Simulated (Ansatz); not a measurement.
# Effect of pressure −2 GPa on CaS

Start from CaS in the rock salt structure (space group Fm-3m, No. 225; a = 5.7120 Å).

Modification: hydrostatic tension (pressure −2 GPa).

All numbers come from PBE (Ansatz, a program for electronic structure; PAW; 420 eV plane waves; scalar-relativistic without spin-orbit coupling). Γ-centred 10×10×10 mesh, Fermi–Dirac width 0.05 eV.

| quantity | base | changed | shift |
|---|---|---|---|
| volume per atom | 23.30 Å³ | 24.20 Å³ | +0.90 Å³ |
| density | 2.57 g/cm³ | 2.48 g/cm³ | -0.096 g/cm³ |
| lattice parameter a | 5.712 Å | 5.785 Å | +0.073 Å |
| shortest interatomic distance | 2.856 Å | 2.892 Å | +0.036 Å |
| enthalpy H = E + PV relative to the base's energy | – | -0.30 eV/atom | – |
| band gap | 2.38 eV | 2.46 eV | +0.08 eV |
| gap character | indirect, Γ → X | indirect, Γ → X | – |
| smallest direct gap | 3.18 eV | 3.23 eV | +0.05 eV |
| mean gap deformation potential ΔEg/Δln V | – | +2.0 eV | – |
| width of the top valence band | 1.53 eV | 1.45 eV | -0.074 eV |
| electron mass | 1.4 mₑ along k, 0.31 mₑ across (at X) | 1.4 mₑ along k, 0.33 mₑ across (at X) | – |
| hole mass (degenerate bands, along [100]) | 0.23, 1.2, 1.2 mₑ (at Γ) | 0.23, 1.3, 1.3 mₑ (at Γ) | – |
| valley order (the lowest conduction-band minima on the path, energy above the VBM, named in the base's zone) | X along ⟨100⟩ 2.38 eV; Γ 4.10 eV | X along ⟨100⟩ 2.46 eV; Γ 3.87 eV | – |

Load acts through the strain it causes; cell and atoms are relaxed under it. Masses are band curvatures over ±0.01 Å⁻¹ around the edge. Along k means along the line from Γ to the band edge. No phonon test of stability was made.
